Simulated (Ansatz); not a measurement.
Given:

```
Ir3W
1.0
    5.48769     0.00000     0.00000
   -2.74384     4.75248     0.00000
    0.00000     0.00000     4.38448
Ir W
6 2
Direct
  0.66734   0.83367   0.75000
  0.33266   0.16633   0.25000
  0.83367   0.66734   0.25000
  0.16633   0.33266   0.75000
  0.16633   0.83367   0.75000
  0.83367   0.16633   0.25000
  0.66667   0.33333   0.75000
  0.33333   0.66667   0.25000
```

Method: PBEsol, DFPT electron-phonon coupling, linearised Boltzmann equation (plane waves, PAW, scalar-relativistic; Ansatz, a first-principles code). How the cell was made: relaxed with this functional, without spin-orbit coupling.

Task: Predict the intrinsic resistivity at 300 K.

Result: 18.0 (x), 18.0 (y), 14.1 (z) μΩ·cm.

Task: How long is the mean free path there?

Result: 7.3 nm, weighted by the current that each state carries. Wires not much wider than this gain resistivity from their walls.

A metal at this level (no band gap). Only scattering by harmonic phonons is included (no impurities, grain boundaries, electron-electron scattering or thermal expansion). Spin-orbit coupling is left out, which matters with elements this heavy. Halving the electron mesh (20x20x20) moves the resistivity by up to 6 % at 300 K, the mean free path by up to 3 %. Smearing 0.20 eV; phonons on a 3x3x3 q mesh, which this run doesn't test.

Computed structure with no diffraction record at hand here (it may be known, metastable or hypothetical): WIr3 (P6_3/mmc).
